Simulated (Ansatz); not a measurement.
SrZrSe3 (model structure, started from the cubic perovskite type, Pm-3m, No. 221, 5 atoms in the cell) was calculated with PBEsol+SOC (PAW; Ansatz, a quantum-chemistry and plane-wave program).

Excerpt of the program's output:

```
Crystal: 5 atoms, lattice volume = 138.628 Å³
Basis set: ecut = 520 eV, 3743 PW (Γ), exchange–correlation on 80×80×80 points (8 copies of the dense FFT grid, shifted against one another)
Bands: 84, of which v1, the nominal top of the filled ones, is band 70 counted from 1 (69 counted from 0)
Symmetry: 48 space group operations + 48 with time reversal
k-points: 84 of 1728
Initial density: superposition of atomic densities (chi_scale 0.1, normalization cell, long waves kept (reshape's long-wave potential 0.00 eV rms))
Functional: x = pbesol(κ = 0.804, μ = 0.12345679012345678), c = pbesol(β = 0.046)
spin=Noncollinear: Kerker preconditioning applied to the charge; magnetization (m_x, m_y, m_z) channels mix plain (no charge-response kernel on spin).
SCF 1 converged in 13 iterations: F = -23902.527427 eV  dr2 = 4.84e-11
SCF converged after 13 iterations
Free energy (F): -23902.527427 eV
Internal energy: -23902.523204 eV  (E = F + TS)
E sigma→0 (E₀):  -23902.525315 eV
Fermi energy:    8.606566 eV
--- Stress (GPa, compression-positive) ---
        0.000310       0.000000       0.000000
       -0.000000       0.000310       0.000000
       -0.000000       0.000000       0.000310
  P = ⅓ Tr σ = 0.0003 GPa (0.003 kbar)
```

Write an input file that could have produced this run (the log leaves some choices open).

One answer among several that fit: 
Ansatz 0.2 input:
```yaml
crystal:
  lattice:
    - [5.1754741605, 0.0, 0.0]
    - [0.0, 5.1754741605, 0.0]
    - [0.0, 0.0, 5.1754741605]
  atoms:
    - { symbol: Sr, position: [0.0, 0.0, 0.0] }
    - { symbol: Zr, position: [0.5, 0.5, 0.5] }
    - { symbol: Se, position: [0.0, 0.5, 0.5] }
    - { symbol: Se, position: [0.5, 0.5, 0.0] }
    - { symbol: Se, position: [0.5, 0.0, 0.5] }
basis:
  ecutwfc: 520
  ecutrho_ratio: 4
  xc_grid: 2
kpoints:
  mp_grid: { grid: [12, 12, 12] }
hamiltonian:
  xc: pbesol
  dispersion: none
  pseudopotentials: { kind: paw }
scf:
  occupations: { method: fermi_dirac, width: 0.05 }
  convergence: { dr2_threshold: 0.0000000005 }
output:
  forces: true
  stress: true
  eigenvalues: true
magnetization:
  noncollinear: true
  spin_orbit: true
```

The PAW data were made under PBE.

Note: the relaxation could raise the start's symmetry but not lower it, so the cell can be a saddle point.

A model structure was made by putting elements into a prototype or built by hand; it is no filed structure, need not be a known phase, and can be a saddle point held by its symmetry.
